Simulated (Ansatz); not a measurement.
Consider Ti in the hcp (Mg type) structure (space group P6_3/mmc, No. 194; a = 2.9359 Å, c = 4.6364 Å). Axes: x lies along a and z along c of the hexagonal cell.

Level of theory: r2SCAN (Ansatz, an electronic-structure program), no spin-orbit coupling.

Base values:

```
Property    Value
--------  -------
Pressure  0.0 GPa
```

It is then changed as follows: a pure shear with ε_yz = ε_zy = 0.0072; the atoms relax in the strained cell.

Task: Predict the new energy relative to the base and pressure.

Result: The energy goes up by 0.6 meV/atom; the pressure (mean of the normal stresses, compression positive) stays 0.0 GPa.

Without a gap, meshes like the base's 18×18×10 leave anisotropic stresses uncertain by several tenths of a GPa, and small strain energies with them. No phonon test of stability was made. The final runs are not spin-polarised.
